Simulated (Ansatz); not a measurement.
## Ru5Si3: response to strain

The parent structure is Ru5Si3 (space group Pbam, No. 55; a = 5.205 Å, b = 9.770 Å, c = 4.012 Å; a cell from a computed database, its experimental status unchecked). Axes: x, y, z lie along a, b, c of the conventional cell.

Strains are applied to the cell and any free atomic positions relax.

Computed with PBEsol (Ansatz, a quantum-chemistry and plane-wave program; PAW; 420 eV plane waves; scalar-relativistic without spin-orbit coupling).

Notes on the quantities. pressure: mean of the normal stresses, compression positive; energy relative to the base: free energy F.

```csv
change,volume per atom,pressure,energy relative to the base
base,12.75 Å³,0.0 GPa,0 meV/atom
isotropic strain −3.66 %,11.40 Å³,(withheld),(withheld)
isotropic strain −2.95 %,11.66 Å³,30.9 GPa,+97 meV/atom
uniaxial strain ε_yy = −1.22 %,12.60 Å³,3.6 GPa,+2.8 meV/atom
uniaxial strain ε_yy = +5.47 %,13.45 Å³,-12.1 GPa,+45 meV/atom
```

Task: Complete the table.

Result: 
- isotropic strain −3.66 %, pressure: 40.5 GPa
- isotropic strain −3.66 %, energy relative to the base: +153 meV/atom

Without a gap, meshes like the base's 7×4×9 leave anisotropic stresses uncertain by several tenths of a GPa, and small strain energies with them. Stability against distortions was not tested. All final runs are without spin polarisation.
